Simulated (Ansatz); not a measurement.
Base system: BN in the zinc blende structure (space group F-43m, No. 216; a = 3.581 Å).

It is then changed as follows: every lattice vector is stretched by 1.50 %; the atoms relax in the strained cell.

Level of theory: LDA (Ansatz, an electronic-structure program; PAW; 420 eV plane waves; spin-orbit coupling left out).

Base, band edges from the VBM (valence, conduction): X -5.07, 4.39; W -6.77, 9.56; L -2.01, 10.58; Γ 0.00, 8.83; K -4.22, 6.89; U -4.22, 6.89 eV.

Task: Give the band edges at the high-symmetry points of the new zone, measured from its valence-band maximum.

Result: 
```tsv
point	valence edge (eV)	conduction edge (eV)
Γ	0.00	8.62
X	-4.85	4.34
U	-4.03	6.76
K	-4.03	6.76
L	-1.92	10.00
W	-6.45	9.37
```

The gap is 4.34 eV, indirect, Γ → X.

Whether these cells are dynamically stable was not tested.
